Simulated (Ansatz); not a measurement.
A computed series for GaSb: alloy series

Take GaSb in the zinc blende structure (space group F-43m, No. 216; a = 6.214 Å) as the base.

The other end (x = 1) is GaP in the zinc blende structure (space group F-43m, No. 216): 20.87 Å³/atom, gap 1.58 eV.

P replaces a fraction x of Sb; each row is one arrangement (x, atoms in the cell, starting space group or random), fully relaxed.

Calculations: Kohn–Sham DFT with the PBE functional, run in Ansatz (a quantum-chemistry and plane-wave program) with PAW and 420 eV plane waves, spin-orbit coupling left out.

Question: Only one of these has a band gap. Which?
A. x(P) = 0.333, 6 atoms, P3m1
B. x(P) = 0.25, 8 atoms, Amm2
C. x(P) = 0.5, 8 atoms, P-4m2
D. x(P) = 0.5, 4 atoms, R3m

Answer: C, x(P) = 0.5, 8 atoms, P-4m2. Computed: x(P) = 0.5, 4 atoms, R3m: zero; x(P) = 0.333, 6 atoms, P3m1: zero; x(P) = 0.25, 8 atoms, Amm2: zero; x(P) = 0.5, 8 atoms, P-4m2: 0.11 eV

Each cell is one ordered arrangement of few atoms, which overstates ordering effects compared with a random alloy. With Sb present, leaving out spin-orbit coupling can change the band edges. No phonon test of stability was made. The final runs are not spin-polarised. The zero or small gap of Ga2SbP, GaSb, Ga3Sb2P and Ga4Sb3P can change with the level of theory.
